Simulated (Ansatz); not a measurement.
## GaS: pressure series

The reference is GaS in the beta-GaS type structure (space group P6_3/mmc, No. 194; a = 3.591 Å, c = 15.450 Å; layered, stacked along the Cartesian z axis).

Cell and atoms are relaxed at each pressure.

All numbers come from PBE-D3(BJ) (Ansatz, an electronic-structure program, PAW, without spin-orbit coupling), earlier PAW set.

Two rows of this table had their results exchanged by mistake.

```
pressure          volume per atom (Å³)  shortest distance (Å)  band gap
----------------  --------------------  ---------------------  --------
pressure −1 GPa                  22.60                  2.351   1.72 eV
pressure 3 GPa                   10.33                  2.247      zero
pressure 7 GPa                   18.89                  2.293   0.97 eV
pressure 15 GPa                  17.33                  2.255   0.48 eV
pressure 30 GPa                  15.49                  2.205      zero
pressure 50 GPa                  13.86                  2.163      zero
pressure 75 GPa                  12.34                  2.142      zero
pressure 100 GPa                 20.07                  2.318   1.28 eV
```

Problem. Which two?

Solution. The rows for pressure 3 GPa and pressure 100 GPa: the volume has to fall steadily with pressure, so 20.07 Å³ belongs to pressure 3 GPa and 10.33 Å³ to pressure 100 GPa.

The mesh was chosen for an insulator and is coarse for the gapless case. From pressure 100 GPa on, the axis ratios lie over 15 % from the base's, so the cell there is far from its starting form. Load acts through the strain it causes; cell and atoms are relaxed under it. No phonon test of stability was made. Competing high-pressure phases were not computed. All final runs are without spin polarisation. A zero or small gap of GaS under pressure 30 GPa can be the functional's error rather than a property of the material.
